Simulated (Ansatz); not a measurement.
# BaTiO3 under a change: isotropic strain −1.78 %

Take BaTiO3 in the cubic perovskite structure (space group Pm-3m, No. 221; a = 3.970 Å) as the base.

Perturbation: the cell is scaled by 0.9822 in all directions; the atoms relax in the strained cell.

All numbers come from PBEsol, PAW, 420 eV (Ansatz, a quantum-chemistry and plane-wave program; scalar-relativistic without spin-orbit coupling). k-mesh 8×8×8 (Γ-centred); smearing 0.05 eV (Fermi–Dirac).

```json
[
 {"quantity": "volume per atom", "base": "12.51 Å³", "changed": "11.86 Å³", "shift": "-0.656 Å³"},
 {"quantity": "space group", "base": "Pm-3m (No. 221)", "changed": "Pm-3m (No. 221)", "shift": "–"},
 {"quantity": "shortest interatomic distance", "base": "1.985 Å", "changed": "1.950 Å", "shift": "-0.035 Å"},
 {"quantity": "energy relative to the base (free energy F)", "base": "0 meV/atom", "changed": "+21 meV/atom", "shift": "+21 meV/atom"},
 {"quantity": "band gap", "base": "1.82 eV", "changed": "1.92 eV", "shift": "+0.107 eV"},
 {"quantity": "gap character", "base": "indirect, R → Γ", "changed": "indirect, R → Γ", "shift": "–"},
 {"quantity": "smallest direct gap", "base": "1.89 eV", "changed": "1.93 eV", "shift": "+0.04 eV"},
 {"quantity": "mean gap deformation potential ΔEg/Δln V", "base": "–", "changed": "-2.0 eV", "shift": "–"},
 {"quantity": "width of the top valence band", "base": "0.98 eV", "changed": "1.00 eV", "shift": "+0.02 eV"}
]
```

Final structure:

```xyz
5
Lattice="3.8992 0.0000 0.0000 0.0000 3.8992 0.0000 0.0000 0.0000 3.8992" Properties=species:S:1:pos:R:3 pbc="T T T"
Ba     0.0000     0.0000     0.0000
Ti     1.9496     1.9496     1.9496
O      0.0000     1.9496     1.9496
O      1.9496     1.9496     0.0000
O      1.9496     0.0000     1.9496
```

Whether these cells are dynamically stable was not tested. The final runs are not spin-polarised. Many cubic perovskites are stable only at high temperature; tilts and polar distortions were not tested. This is not the structure that BaTiO3 has at room temperature and ambient pressure.
